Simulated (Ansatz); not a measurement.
Partial pair distribution functions of a relaxed model of amorphous Se₅₄I₄, broadened by 0.06 Å; density 4.53 g/cm³. Method: PBE-D3(BJ), scalar-relativistic without spin-orbit coupling, PAW (Ansatz default set, large-core I and Se) (plane waves to 420 eV; Ansatz, a program for electronic structure).

The cell was made by melting and quenching with the CHGNet potential and then relaxed with DFT. The hot cell started wider than the set density and was brought back towards it in steps. It is the lowest in DFT energy of 3 quenches. It is a model cell: composition and starting density were chosen by hand, and all elements were melted together. The geometry includes D3(BJ) dispersion. Its density started from a set value of 4.47 and ended at 4.53 g/cm³. Cooling (nominally 53 K/ps over its main leg) ran many orders faster than in experiment, which tends to leave more defects and strain. A cell of this size samples the disorder only roughly. Volume and shape were free in the relaxation.

```json
[
 {"r (Å)": "2.15", "g Se-Se": "0.02", "g Se-I": "0.00"},
 {"r (Å)": "2.25", "g Se-Se": "0.76", "g Se-I": "0.00"},
 {"r (Å)": "2.35", "g Se-Se": "4.17", "g Se-I": "0.00"},
 {"r (Å)": "2.45", "g Se-Se": "3.26", "g Se-I": "0.01"},
 {"r (Å)": "2.55", "g Se-Se": "0.67", "g Se-I": "0.33"},
 {"r (Å)": "2.65", "g Se-Se": "0.09", "g Se-I": "0.55"},
 {"r (Å)": "2.75", "g Se-Se": "0.04", "g Se-I": "0.49"},
 {"r (Å)": "2.85", "g Se-Se": "0.12", "g Se-I": "1.03"},
 {"r (Å)": "2.95", "g Se-Se": "0.30", "g Se-I": "0.52"},
 {"r (Å)": "3.05", "g Se-Se": "0.48", "g Se-I": "0.75"},
 {"r (Å)": "3.15", "g Se-Se": "0.49", "g Se-I": "1.09"},
 {"r (Å)": "3.25", "g Se-Se": "0.75", "g Se-I": "1.67"},
 {"r (Å)": "3.35", "g Se-Se": "1.02", "g Se-I": "1.08"},
 {"r (Å)": "3.45", "g Se-Se": "1.16", "g Se-I": "0.49"},
 {"r (Å)": "3.55", "g Se-Se": "1.32", "g Se-I": "0.40"},
 {"r (Å)": "3.65", "g Se-Se": "1.86", "g Se-I": "0.87"},
 {"r (Å)": "3.75", "g Se-Se": "2.27", "g Se-I": "1.73"},
 {"r (Å)": "3.85", "g Se-Se": "1.66", "g Se-I": "1.82"},
 {"r (Å)": "3.95", "g Se-Se": "0.99", "g Se-I": "1.16"},
 {"r (Å)": "4.05", "g Se-Se": "1.06", "g Se-I": "1.88"},
 {"r (Å)": "4.15", "g Se-Se": "0.94", "g Se-I": "2.72"},
 {"r (Å)": "4.25", "g Se-Se": "0.79", "g Se-I": "1.79"},
 {"r (Å)": "4.35", "g Se-Se": "0.78", "g Se-I": "1.13"},
 {"r (Å)": "4.45", "g Se-Se": "0.61", "g Se-I": "1.54"},
 {"r (Å)": "4.55", "g Se-Se": "0.72", "g Se-I": "1.47"},
 {"r (Å)": "4.65", "g Se-Se": "0.87", "g Se-I": "0.85"},
 {"r (Å)": "4.75", "g Se-Se": "0.87", "g Se-I": "0.79"},
 {"r (Å)": "4.85", "g Se-Se": "1.01", "g Se-I": "0.76"},
 {"r (Å)": "4.95", "g Se-Se": "0.81", "g Se-I": "0.75"},
 {"r (Å)": "5.05", "g Se-Se": "0.90", "g Se-I": "0.41"},
 {"r (Å)": "5.15", "g Se-Se": "0.95", "g Se-I": "0.20"},
 {"r (Å)": "5.25", "g Se-Se": "0.98", "g Se-I": "0.59"},
 {"r (Å)": "5.35", "g Se-Se": "1.21", "g Se-I": "0.86"}
]
```

Within 2.68 Å each Se has 2.00 Se neighbours on average.
